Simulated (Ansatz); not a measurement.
Given:

```
CELL_PARAMETERS angstrom
      4.83330     0.00000     0.00000
     -2.41665     4.18576     0.00000
      0.00000     0.00000     5.34865
ATOMIC_POSITIONS crystal
  Si 0.00000 0.46145 0.33333
  Si 0.53855 0.53855 0.00000
  Si 0.46145 0.00000 0.66667
  O  0.12782 0.71868 0.55847
  O  0.28132 0.40914 0.22514
  O  0.59086 0.87218 0.89180
  O  0.71868 0.12782 0.44153
  O  0.40914 0.28132 0.77486
  O  0.87218 0.59086 0.10820
```

No spin polarisation.

Calculations: r2SCAN (Ansatz, a first-principles code; PAW; 500 eV plane waves; no spin-orbit coupling), earlier PAW set. Settings: 8×8×6 k-points, 0.05 eV Fermi–Dirac smearing.

### Question
Predict the smallest direct gap, width of the top valence band, gap character and band gap.

### Answer
Smallest direct gap: 7.03 eV
Width of the top valence band: 0.56 eV
Gap character: indirect, K → Γ
Band gap: 6.78 eV

Load acts through the strain it causes; cell and atoms are relaxed under it. Stability against distortions was not tested. The cell was made from SiO$_{2}$ (space group P3_221, No. 154) by this change: pressure 2.1 GPa.
